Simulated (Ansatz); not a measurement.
Consider HfS₂ in the rutile structure (space group P4_2/mnm, No. 136; a hypothetical phase, not in the database extracts checked).

```
HfS2
1.0
    6.02386     0.00000     0.00000
    0.00000     6.02386     0.00000
    0.00000     0.00000     3.65207
Hf S
2 4
Direct
  0.00000   0.00000   0.00000
  0.50000   0.50000   0.50000
  0.30105   0.30105   0.00000
  0.80105   0.19895   0.50000
  0.19895   0.80105   0.50000
  0.69895   0.69895   0.00000
```

Calculations: PBEsol (Ansatz, a program for electronic structure), no spin-orbit coupling, earlier PAW set.

For the base:

The gap between the host's bands is 0.26 eV.

One thing is altered: hole doping at 5.0×10^21 cm⁻³ (0.663 per cell), with a uniform compensating background at fixed cell and a 300 K Fermi–Dirac width.

### Question
What does the calculation give for the gap between the host's bands after the change?

### Answer
The gap between the host's bands increases by 0.083 eV, from 0.26 eV to 0.35 eV.

### Question
Predict the new Fermi level from band edge.

### Answer
The Fermi level relative to the doped band's edge (positive inside the band; to 0.05 eV) amounts to +0.65 eV.

Charged cell with a jellium background: band edges are those of the host's band count, energies are not comparable with the neutral cell, and many-body gap narrowing is missing. Spin-orbit coupling, missing from the scalar runs, can matter with Hf. Stability against distortions was not tested. A zero or small gap of HfS2 can be the functional's error rather than a property of the material.
